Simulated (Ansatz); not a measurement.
Candidates (primitive cells; geometry: cell and atoms relaxed with PBEsol):
A. La2O3 (P-3m1), a = b = 3.9061 Å, c = 6.0402 Å, α = β = 90.00°, γ = 120.00°
B. TiO₂ (P4_2/mnm), a = 4.5912 Å, b = 4.5912 Å, c = 2.9390 Å, α = 90.00°, β = 90.00°, γ = 90.00°
C. LaCuSeO (P4/nmm), a = 4.0161 Å, b = 4.0161 Å, c = 8.6383 Å, α = 90.00°, β = 90.00°, γ = 90.00°

Task: Order them by Seebeck coefficient, p-type 1e19 cm⁻³ (lowest first) at the level PBEsol with spin-orbit coupling, rigid bands run with Ansatz (a first-principles code).

Result: C (277 μV/K), B (412 μV/K), A (552 μV/K)

Seebeck coefficients are for the stated density at 300 K, with one relaxation time for all states and whether or not that doping can be reached.

Formula and space group known from diffraction (Crystallography Open Database), not checked to be the room-temperature form: LaCuSeO (P4/nmm).
